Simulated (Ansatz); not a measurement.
Defect: Au-vacancy pair (Au on one host Cu site, one Cu site vacant) in fcc Cu, neutral cell. The step: direct exchange of Au with the vacancy (Au-vacancy distance between ideal sites 2.57 Å throughout); the atom moves 2.30 Å along (0.00, 0.45, 0.45) of the unit cell; the moving atom starts with neighbours 4 Cu at 2.59, 2 Cu at 2.63, 4 Cu at 2.67, Cu at 2.72 Å and ends with 4 Cu at 2.59, 2 Cu at 2.63, 4 Cu at 2.67, Cu at 2.72 Å. A PBE band in Ansatz (plane-wave PAW, a 2×2×2 k-point mesh shifted by half a step, 32 host sites, 17 SCF runs with any check of the saddle's order, static, no finite-size correction) gives a forward barrier of 0.54 eV. The saddle point's order was not checked, and it lies on a symmetry element of the cell, where a band can be held. Forms of the defect that were not tried may lie lower.

Single points at the band's start and saddle point can refine it. Rough cost of one point, in units of the band's mean SCF on the same machine:

```
Level                                                          Cost of one point
-------------------------------------------------------------  -----------------
PBE, a 4×4×4 k-point mesh shifted by half a step                         about 7
r2SCAN at 500 eV, a 2×2×2 k-point mesh shifted by half a step            about 3
```

Question: Which of these move the barrier by more than 0.1 eV, and how far does each move it?

Answer: PBE, a 4×4×4 k-point mesh shifted by half a step: +0.22 eV; r2SCAN at 500 eV, a 2×2×2 k-point mesh shifted by half a step: +0.01 eV. Each functional is compared with PBE at the same k-points.

Ansatz is a program for electronic structure.
